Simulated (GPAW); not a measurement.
**A self-consistent single point of Fe3Ge (Fm-3m, 4 atoms in the cell) with GPAW**

Method: PBEsol, GPAW PAW datasets PBEsol (made by gpaw-setup) (plane waves; GPAW).

Input:

```python
from ase import Atoms
from ase.units import GPa
from gpaw import GPAW

atoms = Atoms(['Fe', 'Fe', 'Fe', 'Ge'],
              cell=[[0.000000, 2.853731, 2.853731],
                    [2.853731, 0.000000, 2.853731],
                    [2.853731, 2.853731, 0.000000]],
              scaled_positions=[[0.500000, 0.500000, 0.500000],
                                [0.250000, 0.250000, 0.250000],
                                [0.750000, 0.750000, 0.750000],
                                [0.000000, 0.000000, 0.000000]],
              pbc=True)

atoms.set_initial_magnetic_moments([4.0, 4.0, 4.0, 0.0])

calc = GPAW(spinpol=True,
            mode={'name': 'pw', 'ecut': 800},
            xc='PBEsol',
            kpts=(7, 7, 7),
            occupations={'name': 'methfessel-paxton', 'width': 0.136, 'order': 0},
            nbands=-8,
            convergence={'density': 1e-05, 'energy': 1e-05},
            symmetry={'symmorphic': False, 'tolerance': 0.0005},
            maxiter=150,
            txt='-')

atoms.calc = calc

energy = atoms.get_potential_energy()
print('Energy (eV):', round(energy, 6))
forces = atoms.get_forces()
print('Forces (eV/Ang):')
print(forces.round(5))
stress = atoms.get_stress()
print('Stress (GPa, Voigt):', (stress / GPa).round(4))
```

The program printed (abridged):

```
Input parameters:
  convergence: {density: 1e-05,
                energy: 1e-05}
  kpts: [7 7 7]
  maxiter: 150
  mode: {ecut: 800,
         name: pw}
  nbands: -8
  occupations: {name: methfessel-paxton,
                order: 0,
                width: 0.136}
  spinpol: True
  symmetry: {symmorphic: False,
             tolerance: 0.0005}
  xc: PBEsol

species:
  Fe:
    name: Iron
    Z: 26.0
    valence: 8
    core: 18
    charge: 0.0
    file: Fe.PBEsol.gz

    # Using partial waves for Fe as LCAO basis

  Ge:
    name: Germanium
    Z: 32.0
    valence: 4
    core: 28
    charge: 0.0
    file: Ge.PBEsol.gz

    # Using partial waves for Ge as LCAO basis

Reference energy: -160817.208739  # eV

Spin-polarized calculation.
Initial magnetic moment: 12.000000

Convergence criteria:
 Maximum [total energy] change in last 3 cyles: 1e-05 eV / valence electron
 Maximum integral of absolute [dens]ity change: 1e-05 electrons / valence electron
 Maximum integral of absolute [eigenst]ate change: 4e-08 eV^2 / valence electron
 Maximum number of scf [iter]ations: 150

Symmetries present (total): 48
Symmetries with fractional translations: 0
343 k-points: 7 x 7 x 7 Monkhorst-Pack grid
20 k-points in the irreducible part of the Brillouin zone
       k-points in crystal coordinates                weights
   0:     0.00000000    0.00000000    0.00000000          1/343
   1:     0.14285714    0.14285714    0.00000000          6/343
   2:     0.14285714    0.14285714    0.14285714          8/343
   [... 7 lines left out ...]
          ...
  19:     0.42857143    0.42857143    0.42857143          8/343

Wave functions: Plane wave expansion
  Cutoff energy: 800.000 eV
  Number of coefficients (min, max): 2373, 2421
  Pulay-stress correction: 0.000000 eV/Ang^3 (de/decut=0.000000)

Occupation numbers: Methfessel-Paxton:
  width: 0.1360  # eV
  order: 0

Eigensolver

Densities:
  Coarse grid: 27*27*27 grid
  Fine grid: 54*54*54 grid
  Total Charge: 0.000000

Density mixing:
  Method: difference
  Backend: pulay
  Linear mixing parameter: 0.05
  old densities: 5
  Damping of long wavelength oscillations: 50

Hamiltonian:
  XC and Coulomb potentials evaluated on a 54*54*54 grid
  External potential:
    NoExternalPotential

XC parameters: PBEsol with 2 nearest neighbor stencil

Number of atoms: 4
Number of atomic orbitals: 31
Number of bands in calculation: 28
Number of valence electrons: 28
Bands to converge: occupied

Density initialized from atomic densities
  28 bands from LCAO basis set

Atomic positions and initial magnetic moments

Positions:
   0 Fe     2.853731    2.853731    2.853731    ( 0.0000,  0.0000,  4.0000)
   1 Fe     1.426865    1.426865    1.426865    ( 0.0000,  0.0000,  4.0000)
   2 Fe     4.280596    4.280596    4.280596    ( 0.0000,  0.0000,  4.0000)
   3 Ge     0.000000    0.000000    0.000000    ( 0.0000,  0.0000,  0.0000)

Unit cell:
           periodic     x           y           z      points  spacing
  1. axis:    yes    0.000000    2.853731    2.853731    27     0.1220
  2. axis:    yes    2.853731    0.000000    2.853731    27     0.1220
  3. axis:    yes    2.853731    2.853731    0.000000    27     0.1220

  Lengths:   4.035785   4.035785   4.035785
  Angles:   60.000000  60.000000  60.000000

Effective grid spacing dv^(1/3) = 0.1332

     iter     time        total  log10-change:  magmom
                         energy   eigst   dens
iter:   1 --:--:--   -32.953762                   +12.0213
iter:   2 --:--:--   -34.213453   -0.93  -1.40    +9.0426
iter:   3 --:--:--   -34.707703   -1.87  -1.40    +5.8821
iter:   4 --:--:--   -34.926184   -2.08  -1.40    +5.9654
iter:   5 --:--:--   -35.142544   -1.82  -1.32    +5.8770
iter:   6 --:--:--   -34.656806   -1.38  -1.29    +5.7727
   [... 13 lines left out ...]
iter:  20 --:--:--   -34.657302   -5.77  -2.99    +5.2750
iter:  21 --:--:--   -34.656998   -6.17  -2.88    +5.2768
iter:  22 --:--:--   -34.656594   -6.03  -2.94    +5.2821
iter:  23 --:--:--   -34.655743   -5.14  -3.01    +5.2932
iter:  24 --:--:--   -34.655811   -6.45  -3.36    +5.2875
iter:  25 --:--:--   -34.655615c  -5.59  -3.39    +5.2994
iter:  26 --:--:--   -34.656304   -5.01  -3.29    +5.2501
iter:  27 --:--:--   -34.654651   -4.46  -3.24    +5.3391
iter:  28 --:--:--   -34.655897   -5.21  -3.39    +5.3057
iter:  29 --:--:--   -34.652844   -4.47  -3.13    +5.3946
iter:  30 --:--:--   -34.657154   -4.12  -3.57    +5.2507
iter:  31 --:--:--   -34.656752   -6.05  -2.92    +5.2620
iter:  32 --:--:--   -34.656683   -6.14  -3.00    +5.2742
iter:  33 --:--:--   -34.656497c  -6.03  -2.99    +5.2672
iter:  34 --:--:--   -34.656549c  -6.99  -3.08    +5.2706
iter:  35 --:--:--   -34.656170   -5.88  -3.05    +5.2712
iter:  36 --:--:--   -34.656054   -6.19  -3.27    +5.2705
iter:  37 --:--:--   -34.655936c  -5.81  -3.45    +5.2725
iter:  38 --:--:--   -34.656018c  -6.57  -3.62    +5.2671
iter:  39 --:--:--   -34.656279   -5.07  -3.62    +5.2254
iter:  40 --:--:--   -34.655350   -4.45  -3.26    +5.3112
iter:  41 --:--:--   -34.655634   -6.59  -3.67    +5.2990
iter:  42 --:--:--   -34.655709   -7.22  -3.54    +5.2960
iter:  43 --:--:--   -34.655844c  -6.67  -3.46    +5.2940
iter:  44 --:--:--   -34.655764c  -7.60c -3.32    +5.2966
iter:  45 --:--:--   -34.656308   -5.78  -3.36    +5.2762
iter:  46 --:--:--   -34.655993   -6.17  -3.13    +5.2836
iter:  47 --:--:--   -34.656173   -5.70  -3.35    +5.2659
iter:  48 --:--:--   -34.656136c  -5.29  -3.33    +5.2884
iter:  49 --:--:--   -34.656289c  -7.00  -3.16    +5.2820
iter:  50 --:--:--   -34.656455   -6.36  -3.13    +5.2728
iter:  51 --:--:--   -34.656460c  -7.64c -3.10    +5.2746
iter:  52 --:--:--   -34.656502c  -8.06c -3.09    +5.2737
iter:  53 --:--:--   -34.656384c  -6.78  -3.07    +5.2797
iter:  54 --:--:--   -34.656582c  -6.60  -3.10    +5.2714
iter:  55 --:--:--   -34.656715   -6.85  -3.04    +5.2693
iter:  56 --:--:--   -34.656550c  -6.92  -3.01    +5.2732
iter:  57 --:--:--   -34.656584c  -7.12  -3.05    +5.2696
iter:  58 --:--:--   -34.656878   -6.17  -3.05    +5.2709
iter:  59 --:--:--   -34.655951   -4.71  -2.96    +5.2697
iter:  60 --:--:--   -34.655945   -6.35  -3.55    +5.2706
iter:  61 --:--:--   -34.655924c  -6.97  -3.95    +5.2732
iter:  62 --:--:--   -34.655537   -5.37  -4.00    +5.2986
iter:  63 --:--:--   -34.655473   -6.38  -4.03    +5.3026
iter:  64 --:--:--   -34.655484c  -6.33  -4.24    +5.3040
iter:  65 --:--:--   -34.655472c  -8.10c -3.95    +5.3043
iter:  66 --:--:--   -34.655399c  -7.01  -4.05    +5.3074
iter:  67 --:--:--   -34.655341c  -7.09  -4.91    +5.3109
iter:  68 --:--:--   -34.655449c  -6.96  -4.94    +5.3053
iter:  69 --:--:--   -34.655538c  -7.05  -4.40    +5.3012
iter:  70 --:--:--   -34.655596c  -7.07  -4.01    +5.2980
iter:  71 --:--:--   -34.655542c  -7.69c -4.00    +5.3007
iter:  72 --:--:--   -34.655404c  -6.65  -4.20    +5.3078
iter:  73 --:--:--   -34.655465c  -7.78c -5.11c   +5.3049

Converged after 73 iterations.

Dipole moment: (0.000000, 0.000000, 0.000000) |e|*Ang

Total magnetic moment: (0.000000, 0.000000, 5.304905)
Local magnetic moments:
   0 Fe ( 0.000000,  0.000000,  2.543079)
   1 Fe ( 0.000000,  0.000000,  1.422702)
   2 Fe ( 0.000000,  0.000000,  1.422702)
   3 Ge ( 0.000000,  0.000000, -0.032595)

Energy contributions relative to reference atoms: (reference = -160817.208739)

Kinetic:        +39.026563
Potential:      -31.182697
External:        +0.000000
XC:             -42.739613
Entropy (-ST):   -0.029948
Local:           +0.255255
SIC:             +0.000000
--------------------------
Free energy:    -34.670439
Extrapolated:   -34.655465

Spin contamination: 0.182171 electrons
Showing only first 2 kpts
                      Up                     Down
 Kpt  Band  Eigenvalues  Occupancy  Eigenvalues  Occupancy
  0    12     10.41940    1.00000     12.41191    0.00000
  0    13     10.41940    1.00000     12.41191    0.00000
  0    14     10.69821    0.99998     12.46211    0.00000
  0    15     10.69821    0.99998     12.46211    0.00000

  1    12     10.09973    1.00000     12.29149    0.00000
  1    13     10.14706    1.00000     12.40306    0.00000
  1    14     10.69079    0.99999     12.43189    0.00000
  1    15     10.70917    0.99997     12.47370    0.00000

Fermi level: 11.09394

No gap
No difference between direct/indirect transitions
Energy (eV): -34.655465

Forces in eV/Ang:
  0 Fe    0.00000   -0.00000   -0.00000
  1 Fe   -0.00000    0.00000   -0.00000
  2 Fe    0.00000    0.00000   -0.00000
  3 Ge    0.00000    0.00000    0.00000

Stress tensor:
     0.038576    -0.000000    -0.000000
    -0.000000     0.038576     0.000000
    -0.000000     0.000000     0.038576
Stress (GPa, Voigt): [ 6.1806  6.1806  6.1806  0.     -0.     -0.    ]
```

The run converged in 73 iterations. GPAW prints stress with tension positive.

The starting cell comes from a database of computed structures (which also holds hypothetical and non-ambient phases and stackings), without a prior relaxation at this level. Its lattice was rescaled by a random factor within 2.5 % of one. The magnetic order is the one reached from the typed start; others were not searched systematically. With a pressure of about -6 GPa the cell is away from its equilibrium volume at this level.

Cost on one core of a shared machine: roughly 7 min.
